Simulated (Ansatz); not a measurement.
Take TiC in the rock salt structure (space group Fm-3m, No. 225; a = 4.328 Å; relaxed with 0.1 eV smearing) as the base. Axes: x, y, z lie along the cube axes.

Calculations: r2SCAN in Ansatz (plane waves to 500 eV, PAW, spin-orbit coupling left out).

For the base:

| Quantity | Value |
|---|---|
| Pressure | 0.0 GPa |
| Shortest interatomic distance | 2.164 Å |

One thing is altered: uniaxial strain ε_zz = +2.50 %, all other strain components held at zero, atoms relaxed at fixed cell.

How does this affect the energy relative to the base, pressure and shortest interatomic distance?

The energy goes up by 9.5 meV/atom; the pressure (mean of the normal stresses, compression positive) goes from zero to -5.9 GPa; the shortest interatomic distance stays 2.164 Å.

Stability against distortions was not tested. The final runs are not spin-polarised.

Ansatz is an electronic-structure program.
